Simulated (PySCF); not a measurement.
PySCF 2.14.0, B3LYP/def2-svpd, df: B(F)(OH)(SH) (OB(F)S), 6 atoms. The geometry is a generated start, not checked to be a minimum at this level.

```json
{
 "task": "energy",
 "method": "b3lyp",
 "basis": "def2-svpd",
 "two_electron_scheme": "density fitting",
 "mol.max_memory": "3000 MB",
 "mf.max_cycle": "100",
 "mf.init_guess": "minao (default)",
 "mf.DIIS": "CDIIS (default)",
 "mf.conv_tol": "1e-09 (default)",
 "mf.grids.level": "3 (default)",
 "basis_functions": "109",
 "grid_points": "80888"
}
```

```xyz
6

B     -0.3505    -0.1854    -0.1351
F     -1.5385    -0.5210    -0.6436
O      0.0506     1.0868    -0.1530
H     -0.5540     1.7356    -0.5175
S      0.6908    -1.4614     0.5839
H      1.7017    -0.6545     0.8654
```

One run each on 2 threads, 1 BLAS thread. Values of diis_space tried: 3, 5, 8 (default), 12, 20.

Q: Predict the course of the Fock builds along this series.

A: Fewest Fock builds, within one of each other: 5 with 13, 8 (default) with 12, 12 with 12, 20 with 12. The count rises to 18 at 3. All converge to one solution.

```csv
diis_space,Fock builds,end
3,18,same solution
5,13,same solution
8 (default),12,same solution
12,12,same solution
20,12,same solution
```
